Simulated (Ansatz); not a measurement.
The starting structures come from a database of crystals and need not be the phases stable at ambient conditions.

 Where the default PAW files enter, the runs use the earlier of Ansatz's two default sets.

Consider the following.

```xyz
7
Lattice="4.2629 0.0000 0.0000 -0.0899 5.5753 0.0000 0.0899 -2.4249 5.0203" Properties=species:S:1:pos:R:3 pbc="T T T"
K      3.0417     2.7839     1.7517
K      1.2212     0.3665     3.2686
Pd     0.0000     0.0000     0.0000
F      0.9256     3.2643     3.2786
F      3.3373    -0.1140     1.7418
F      3.3373     1.5324     4.3654
F      0.9256     1.6179     0.6550
```

Space group of this cell: C2/m. The cell is taken as given.

Transport runs along the normal of the first two printed cell vectors.

The gap is the functional's own. No spin-orbit coupling. Mid-gap values are interpolated on the energy grid.

Estimate the band gap and the smallest decay constant κ at mid-gap that r2SCAN run with Ansatz (a program for electronic structure) returns for this system.

Gap 2.47 eV on a 8×6×6 mesh; κ = 0.601 1/Å, at (0.000, 0.333) of the in-plane reciprocal vectors. At the zone centre, at the nearest computed energy, the slowest state has κ = 0.65 1/Å.
